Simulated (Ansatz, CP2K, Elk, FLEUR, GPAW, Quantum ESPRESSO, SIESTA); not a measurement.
**Code comparison for Ni₃Sn₄ (C2/m, 7 atoms in the cell)**

Self-consistent single point, at a second geometry (lattice scaled by 0.98). First geometry:

```xyz
7
Lattice="6.1051 -2.0273 0.0000 6.1051 2.0273 0.0000 -1.3475 0.0000 5.0182" Properties=species:S:1:pos:R:3 pbc="T T T"
Ni     0.0000     0.0000     0.0000
Ni     8.6806     0.0000     3.3299
Ni     2.1821     0.0000     1.6883
Sn     6.5696     0.0000     1.5735
Sn     4.2931     0.0000     3.4446
Sn     9.8560     0.0000     0.9406
Sn     1.0067     0.0000     4.0776
```

Shared settings, as Ansatz (an electronic-structure program) writes them: kpoints.mp_grid.grid = 4 4 3; scf.occupations.method = fermi_dirac; scf.occupations.width = 0.1 eV. Potentials and cutoffs stand in the table.

```tsv
code	model	ΔF from the first geometry (meV/atom)	pressure (GPa)	largest force (eV/Å)	cutoff
Ansatz	PBEsol, PAW files made with PBE	11.7	5.81	0.198	default
FLEUR	PBEsol, all-electron FLAPW (FLEUR), scalar-relativistic valence	4.6	–	0.186	Kmax 3.6 1/bohr
GPAW	PBEsol, GPAW PAW datasets PBEsol (made by gpaw-setup)	11.7	5.91	0.196	850 eV
CP2K	PBEsol, GPW, DZVP-MOLOPT-SR-GTH basis, GTH-PBE potentials (GTH_POTENTIALS)	53.7	12.89	0.305	grid 600 Ry
Quantum ESPRESSO	PBEsol, SSSP 1.1.2 efficiency (PBE) pseudopotentials	13.7	5.84	0.202	50 Ry
Elk	PBEsol, all-electron FP-LAPW, Elk's shipped species files, APW+lo basis with extra local orbitals	9.3	–	–	rgkmax 7.5
SIESTA	GGA PBEsol, numerical atomic orbitals DZP, PseudoDojo PBEsol standard norm-conserving potentials (rewritten from UPF to PSML)	17.6	6.77	0.287	grid 400 Ry
```

Size of the force on each atom (eV/Å): Sizes of forces hide their directions.

```tsv
code	Ni1	Ni2	Ni3	Sn4	Sn5	Sn6	Sn7
Ansatz	0.000	0.041	0.041	0.062	0.062	0.198	0.198
FLEUR	0.000	0.034	0.034	0.057	0.057	0.186	0.186
GPAW	0.000	0.057	0.057	0.079	0.079	0.196	0.196
CP2K	0.000	0.039	0.039	0.201	0.201	0.305	0.305
Quantum ESPRESSO	0.000	0.039	0.039	0.069	0.069	0.202	0.202
SIESTA	0.000	0.051	0.051	0.158	0.158	0.287	0.287
```

A dash marks a value that a program does not give, or that is left out as unsure.

On Ansatz's run: spin polarisation is off.

The spread over the programs that give each value: ΔF from the first geometry within 49.1 meV/atom; pressure within 7.08 GPa; largest force within 0.119 eV/Å.

CP2K and SIESTA use small atom-centred bases, whose incompleteness enters pressures, forces and empty levels differently from a plane-wave cutoff. FLEUR and Elk treat all electrons, but the usual bases taken here (sphere radii, linearisation, local orbitals, empty states) were not tested for convergence, so the values are no reference for the others. Ansatz's pressure is given at a fixed set of plane waves, as the other plane-wave codes print theirs; with its correction for the finite basis it is 5.84 GPa. In the pressure, CP2K (by 7.05) lies more than 1 GPa from the median of the plane-wave programs. In the force vectors, CP2K (by 0.150) and SIESTA (by 0.108) lie more than 0.08 eV/Å from the median of the plane-wave programs.

The shared mesh is coarse (it stands for a supercell whose shortest vector is 15 Å), so the values are not converged in it.

The starting cell comes from a database of computed structures (which also holds hypothetical and non-ambient phases and stackings), without a prior relaxation at this level. For this run, on top of that: lattice scaled by 0.98.

Keys are those of Ansatz 0.2.
